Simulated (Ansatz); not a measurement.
Abridged Ansatz (an electronic-structure program) output:

```
Pseudopotential: Zr, paw, valence charge 12
Pseudopotential: Nb, paw, valence charge 13
Crystal: 4 atoms, lattice volume = 86.604 Å³
Basis set: ecut = 500 eV, 2223 PW (Γ), exchange–correlation on 96×96×300 points (64 copies of the dense FFT grid, shifted against one another)
Bands: 30, of which v1, the nominal top of the filled ones, is band 25 counted from 1 (24 counted from 0)
Symmetry: 8 space group operations
k-points: 219 of 1280
Functional: x = r2scan, c = r2scan; τ floored in thin density (d = 2e-4 eV/Å³)
SCF iter   1: F=—  HF=-17148.141597 eV  |F-HF|=—  |Δ(HF+E_count)|=         —  Δρ=9.72e-3  dr2=5.46e-1  dr2_τ=2.55e-2  ethr=1.77e-3  ⟨swp⟩=4.2  Hψ=22520  notcnv=0
SCF iter   2: F=—  HF=-17148.216909 eV  |F-HF|=—  |Δ(HF+E_count)|=   7.53e-2  Δρ=5.52e-3  dr2=6.80e-2  dr2_τ=7.59e-3  ethr=1.12e-3  ⟨swp⟩=2.0  Hψ=9195  notcnv=0  defer=6
SCF 1 converged in 10 iterations: F = -17148.216601 eV  dr2 = 2.61e-10
SCF converged after 10 iterations
Free energy (F): -17148.216601 eV
Internal energy: -17148.160535 eV  (E = F + TS)
E sigma→0 (E₀):  -17148.188568 eV
Entropy (-TS):   -0.056066 eV (-14.016 meV/atom)
Fermi energy:    14.789981 eV
--- Forces (eV/Å), atoms counted from 1 ---
  atom   1  Zr    -0.00000000     0.00000000     0.00000000
  atom   2  Zr     0.00000000     0.00000000    -0.00075045
  atom   3  Nb     0.00000000     0.00000000     0.00000000
  atom   4  Zr     0.00000000     0.00000000     0.00075045
--- Stress (GPa, compression-positive) ---
       -0.001363       0.000000       0.000000
        0.000000       0.002083       0.000000
        0.000000       0.000000       0.001384
  P = ⅓ Tr σ = 0.0007 GPa (0.007 kbar)
```

### Question
What was computed, and what are the main results?

### Answer
Zr3Nb, 4 atoms in the cell, with r2SCAN (Ansatz), scalar-relativistic without spin-orbit coupling. The last SCF converged to F = -17148.216601 eV, or -4287.0542 eV per atom, at a pressure of 0.00 GPa. The total energy compares only with runs of the same code, potentials and settings.

These are small ordered cells, not random alloys; other orderings at the same x differ. Whether these cells are dynamically stable was not tested. The final runs are not spin-polarised. An odd electron count without spin: Zr3Nb. The cell was made from Nb by this change: x(Zr) = 0.75, 4 atoms, Cmmm. Zr3Nb has a high density of states at the Fermi level and may be magnetic at this level.
